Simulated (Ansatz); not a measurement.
**TiP in the zinc blende structure (space group F-43m, No. 216; a hypothetical phase, not in the database extracts checked)**

```xyz
2
Lattice="0.0000 2.7753 2.7753 2.7753 0.0000 2.7753 2.7753 2.7753 0.0000" Properties=species:S:1:pos:R:3 pbc="T T T"
P      4.1630     4.1630     4.1630
Ti     0.0000     0.0000     0.0000
```

Method: Kohn–Sham DFT with the PBE functional, run in Ansatz (a program for electronic structure) with PAW and 420 eV plane waves, no spin-orbit coupling. Settings: 15×15×15 k-points, 0.05 eV Fermi–Dirac smearing.

* **Volume per atom**: 21.38 Å³
* **Density**: 3.06 g/cm³
* **Band gap**: zero
* **Total energy**: -1628.193 eV/atom (σ→0; compares only within this code and set-up)

No phonon test of stability was made. The final runs are not spin-polarised. An odd electron count without spin: TiP. TiP has a high density of states at the Fermi level and may be magnetic at this level.
